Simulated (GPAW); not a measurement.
Troubleshooting GPAW: a failed run on Mg5Zn (Amm2, 6 atoms in the cell). The aim is a self-consistent single point with DFT LDA (Perdew-Wang 92), plane waves, GPAW PAW datasets LDA (gpaw-data 1.0.1).

Cell that was meant: a = 4.9601 Å, b = 8.0876 Å, c = 8.0876 Å, α = 22.45°, β = 90.00°, γ = 90.00°.

Part of the input:

```python
                         [0.000000, -0.000000, 3.539790]],
              pbc=True)

calc = GPAW(mode=PW(30),
            xc='LDA',
            kpts=(5, 7, 7),
            occupations={'name': 'methfessel-paxton', 'width': 0.272, 'order': 0},
```

Output, abridged:

```
Input parameters:
  convergence: {density: 1e-05}
  kpts: [5 7 7]
  maxiter: 120
  mode: {ecut: 30.0,
         name: pw}
  nbands: -12
  occupations: {name: methfessel-paxton,
                order: 0,
                width: 0.272}
  symmetry: {symmorphic: False,
             tolerance: 0.0005}

species:
  Mg:
    name: Magnesium
    Z: 12.0
    valence: 10
   [... lines left out ...]
   [... 7 lines left out ...]
          ...
  47:     0.40000000    0.42857143    0.42857143          4/245

Wave functions: Plane wave expansion
  Cutoff energy: 30.000 eV
  Number of coefficients (min, max): 41, 53
  Pulay-stress correction: 0.000000 eV/Ang^3 (de/decut=0.000000)

Occupation numbers: Methfessel-Paxton:
  width: 0.2720  # eV
  order: 0

Eigensolver

Densities:
  Coarse grid: 7*12*12 grid
  Fine grid: 14*24*24 grid
  Total Charge: 0.000000

Density mixing:
  Method: separate
  Backend: pulay
  Linear mixing parameter: 0.05
  old densities: 5
  Damping of long wavelength oscillations: 50

Hamiltonian:
  XC and Coulomb potentials evaluated on a 14*24*24 grid
  External potential:
    NoExternalPotential

Number of atoms: 6
Number of atomic orbitals: 49
Number of bands in calculation: 43
Number of valence electrons: 62
Bands to converge: occupied

Density initialized from atomic densities
  43 bands from LCAO basis set

Atomic positions and initial magnetic moments

Positions:
   0 Mg     2.480065    0.000000   15.842665    ( 0.0000,  0.0000,  0.0000)
   1 Mg     2.480065    0.000000   10.653321    ( 0.0000,  0.0000,  0.0000)
   2 Mg     2.480065    0.000000    5.255027    ( 0.0000,  0.0000,  0.0000)
   3 Mg     0.000000    0.000000    8.918093    ( 0.0000,  0.0000,  0.0000)
   4 Mg     0.000000    0.000000   13.965121    ( 0.0000,  0.0000,  0.0000)
   5 Zn     0.000000   -0.000000    3.539790    ( 0.0000,  0.0000,  0.0000)

Unit cell:
           periodic     x           y           z      points  spacing
  1. axis:    yes    4.960130    0.000000    0.000000     7     0.7086
  2. axis:    yes    0.000000    1.574520    7.932835    12     0.2574
  3. axis:    yes    0.000000   -1.574520    7.932835    12     0.2574

  Lengths:   4.960130   8.087582   8.087582
  Angles:   22.452488  90.000000  90.000000

Effective grid spacing dv^(1/3) = 0.4972

Traceback (most recent call last):
   [... frames left out ...]
numpy.linalg.LinAlgError: Internal potrf return info = [43] for slices [0].
```

Question: From the messages shown, name the fault and mend the input.

Answer: The fault is an energy in the wrong unit; here the program stops on it instead of giving results. To fix it, convert the value to the unit that the key expects. The program stopped with an error.

An input that runs soundly differs in these lines (not the only fix; some lines may just follow from the change or write a value another way):
```diff
-calc = GPAW(mode=PW(30),
+calc = GPAW(mode=PW(850),
```

With that input, the run converged in 20 iterations: free energy E − TS (from the program's reference atoms) -11.4773 eV; Fermi level (on the code's own zero) 4.01 eV; pressure -1.61 GPa; largest force (vector length) 0.043 eV/Å (DFT LDA (Perdew-Wang 92), plane waves, GPAW PAW datasets LDA (gpaw-data 1.0.1)).

On the sound input: the starting cell comes from a database of computed structures (which also holds hypothetical and non-ambient phases and stackings), without a prior relaxation at this level.
